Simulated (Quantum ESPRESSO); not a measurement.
Quantum ESPRESSO run on Sr4SO3 (Pm-3m, 8 atoms in the cell): self-consistent single point.

Method of the run: PW91, SSSP 1.1.2 efficiency (PBE) pseudopotentials (plane waves; Quantum ESPRESSO 7.5).

```
CELL_PARAMETERS angstrom
      5.48553     0.00000     0.00000
      0.00000     5.48553     0.00000
      0.00000     0.00000     5.48553
ATOMIC_POSITIONS crystal
  Sr 0.00000 0.00000 0.00000
  Sr 0.50000 0.50000 0.00000
  Sr 0.00000 0.50000 0.50000
  Sr 0.50000 0.00000 0.50000
  S  0.50000 0.50000 0.50000
  O  0.50000 0.00000 0.00000
  O  0.00000 0.50000 0.00000
  O  0.00000 0.00000 0.50000
```

Reference input (self-consistent single point, DFT, LDA (PZ), plane waves, GBRV 1.5 ultrasoft (LDA) pseudopotentials): ecutwfc = 40 Ry; ecutrho = 200 Ry; occupations = fixed; potentials = {Sr: sr_lda_v1.uspp.F.UPF, S: s_lda_v1.4.uspp.F.UPF, O: o_lda_v1.2.uspp.F.UPF}; K_POINTS = automatic 4 4 4 0 0 0; nbnd = 36; conv_thr = 1e-11 Ry; mixing_beta = 0.7. This run's input differs from it in these lines:

```diff
@@ -12,6 +12,7 @@
   ntyp = 3
-  ecutwfc = 40
-  ecutrho = 200
+  ecutwfc = 55
+  ecutrho = 440
   occupations = 'fixed'
   nbnd = 36
+  input_dft = 'pw91'
 /
@@ -22,5 +23,5 @@
 ATOMIC_SPECIES
-Sr    87.6200  sr_lda_v1.uspp.F.UPF
-S     32.0600  s_lda_v1.4.uspp.F.UPF
-O     15.9990  o_lda_v1.2.uspp.F.UPF
+Sr    87.6200  Sr_pbe_v1.uspp.F.UPF
+S     32.0600  s_pbe_v1.4.uspp.F.UPF
+O     15.9990  O.pbe-n-kjpaw_psl.0.1.UPF
 ATOMIC_POSITIONS {angstrom}
```

Output, abridged:

```
     Self-consistent Calculation

     iteration #  1     ecut=    55.00 Ry     beta= 0.70

     negative rho (up, down):  2.548E-01 0.000E+00

     total energy              =    -429.92467359 Ry
     estimated scf accuracy    <       2.71900661 Ry

     iteration #  2     ecut=    55.00 Ry     beta= 0.70

     negative rho (up, down):  2.563E-01 0.000E+00

     total energy              =    -428.96332568 Ry
     estimated scf accuracy    <      13.24011517 Ry

     iteration #  3     ecut=    55.00 Ry     beta= 0.70

     negative rho (up, down):  2.583E-01 0.000E+00

     total energy              =    -431.40274764 Ry
     estimated scf accuracy    <       0.25736669 Ry

   [... 10 blocks of this kind left out ...]

     iteration # 14     ecut=    55.00 Ry     beta= 0.70

     negative rho (up, down):  2.615E-01 0.000E+00

     total energy              =    -431.40169074 Ry
     estimated scf accuracy    <          1.3E-11 Ry

     iteration # 15     ecut=    55.00 Ry     beta= 0.70

     negative rho (up, down):  2.615E-01 0.000E+00
     End of self-consistent calculation

     highest occupied, lowest unoccupied level (ev):     6.8519    9.5712

!    total energy              =    -431.40169074 Ry
     estimated scf accuracy    <          7.0E-13 Ry

     convergence has been achieved in  15 iterations

     negative rho (up, down):  2.615E-01 0.000E+00

     Forces acting on atoms (cartesian axes, Ry/au):

     atom    1 type  1   force =     0.00000000    0.00000000    0.00000000
   [... zero for the other atoms too ...]

     Total force =     0.000000     Total SCF correction =     0.000000

     negative rho (up, down):  2.615E-01 0.000E+00
          total   stress  (Ry/bohr**3)                   (kbar)     P=       -5.26
  -0.00003578   0.00000000   0.00000000           -5.26        0.00        0.00
   0.00000000  -0.00003578   0.00000000            0.00       -5.26        0.00
   0.00000000   0.00000000  -0.00003578            0.00        0.00       -5.26

   JOB DONE.
```

The run converged in 15 iterations. Against the reference run the pressure goes from -5.52 to -0.53 GPa and the gap on the mesh goes from 2.608 to 2.719 eV.

The starting cell comes from a database of computed structures (which also holds hypothetical and non-ambient phases and stackings), without a prior relaxation at this level.

Cost on one core of a shared machine: roughly 3 min.
